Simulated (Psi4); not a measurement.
Psi4 1.11, HF/def2-svpd: Ti(OH)2(NH2)2 ([NH2][Ti]([NH2])([OH])[OH]), 11 atoms. The geometry is a generated start, not checked to be a minimum at this level.

```yaml
task: energy
method: scf
basis: def2-svpd
memory: 3 GB
maxiter: 100
keys_of_the_molecule_block: symmetry c1
scf_type: df (default)
diis_max_vecs: 10 (default)
e_convergence: 1e-06 (default)
d_convergence: 1e-06 (default)
basis_functions: 168
```

```xyz
11

Ti     0.3011    -0.0483     0.1531
O      1.7126    -0.6133    -0.6485
H      2.4322    -0.4253    -1.2549
O      0.3759     0.5130     1.7918
H      0.9770     1.0552     2.3117
N     -0.3768     1.4036    -0.8378
H     -1.0891     1.9601    -0.3623
H     -0.7431     1.1781    -1.7663
N     -1.0482    -1.3443     0.0297
H     -0.7972    -2.3083    -0.1955
H     -1.7444    -1.3706     0.7790
```

Charge 0 and multiplicity 1 are set for this test and not shown to be the ground state.

With the defaults (damping_percentage = 0, guess = auto, which took SAD, scf_initial_accelerator = adiis, soscf = false, soscf_start_convergence = 0.01) it converges in 9 SCF iterations. One run each on 2 threads, with these changes:
- guess = core
- scf_initial_accelerator = none
- soscf = true, soscf_start_convergence = 0.1
- guess = huckel
- damping_percentage = 60
- soscf = true
- guess = sap
- guess = sapgau
- guess = modhuckel

Q: Which of these changes keep the SCF from converging, or lead it to another solution?

A: No convergence: damping_percentage = 60 (the run ends without SCF convergence in 100 iterations). The rest reach the solution of the defaults.

```
setting                                      SCF iterations  JK calls             end
-------------------------------------------  --------------  --------  --------------
soscf = true                                              6        22   same solution
soscf = true, soscf_start_convergence = 0.1               6        22   same solution
the defaults                                              9        10   same solution
scf_initial_accelerator = none                            9        10   same solution
guess = sapgau                                           10        10   same solution
guess = huckel                                           10        34   same solution
guess = modhuckel                                        10        34   same solution
guess = sap                                              10        10   same solution
guess = core                                             14        14   same solution
damping_percentage = 60                                 100       101  no convergence
```

An SOSCF iteration holds several JK calls; a Hückel guess adds calls on atoms.
